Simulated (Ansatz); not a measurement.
Ansatz (a quantum-chemistry and plane-wave program), DFT, HSE06, plane waves, its default PAW files: diamond-structure Si, atoms displaced (Si16), 16 atoms. Basis and mesh were picked for this test and aren't claimed converged.

```
Property                                                 Value
-----------------------------  -------------------------------
cell                           7.68, 7.68, 7.68 Å; 60, 60, 60°
distance to the nearest atom                    2.26 to 2.34 Å
task                                              single point
k mesh                                                   2×2×2
hamiltonian.xc                                           hse06
kind of files                                              paw
scf.occupations.method                                   fixed
output.forces                                             true
accuracy                                      medium (default)
basis.precision                                 auto (default)
basis.xc_grid                                      2 (default)
scf.eigensolver.kind                            auto (default)
scf.mixing.algorithm                            auto (default)
scf.mixing.preconditioner                       auto (default)
scf.convergence.dr2_threshold                  1e-07 (default)
scf.lower_state_search                         light (default)
k-points after symmetry                                      8
bands at the start                                          48
electrons                                                   64
plane waves at Γ                                          6231
cutoff (eV)                                                420
FFT grid                                              54×54×54
symmetry operations                                          1
```

Hardware: Arm Neoverse V2, 96 cores on 1 socket, no SMT, 1 L3 cache group.

Times are wall-clock medians of two to five runs, from launch to exit, with nothing else on the machine. Unless noted, each process is bound to its own block of adjacent cores. The times hold for this build (release build for Arm (Neoverse V2), one process with threads). Scratch files lie in a memory file system.

All on 32 threads. The candidates, on 32 cores each, agree within 1.0 meV/atom in energy, 10 meV/Å in forces (largest component):
A. --max-ram 14260MiB
B. --max-ram 200GiB
C. --max-ram 3160MiB
D. --max-ram 5780MiB
E. --max-ram 7810MiB
F. --max-ram 4270MiB
G. --max-ram 10550MiB
H. --max-ram 2340MiB

Question: Pick the fastest of these ways to run it.

Answer: A and B and G, at 6.3 s, level within 8 % or the scatter of repeats. At the other end H takes 2.2× as long.

| candidate | wall time | repeats | SCF iterations (all cycles of the run, searches included) |
|---|---|---|---|
| A | 6.3 s | 3 runs within 1 % | 17 |
| B | 6.3 s | 3 runs within 1 % | 17 |
| G | 6.3 s | 3 runs within 1 % | 17 |
| E | 6.8 s | 3 runs within 1 % | 17 |
| F | 7.8 s | 3 runs within 1 % | 17 |
| C | 7.8 s | 3 runs within 1 % | 17 |
| D | 8.2 s | 3 runs within 1 % | 17 |
| H | 14 s | 3 runs within 1 % | 17 |

From the slowest to the fastest: What the program resolved moves too: eigensolver slots from 1 to 8. In the fastest run the program took: scf.mixing.algorithm MSR1, scf.mixing.preconditioner none, scf.eigensolver.kind davidson, --slots 8, --kpoint-pools 1.

Keys are those of Ansatz 0.2.
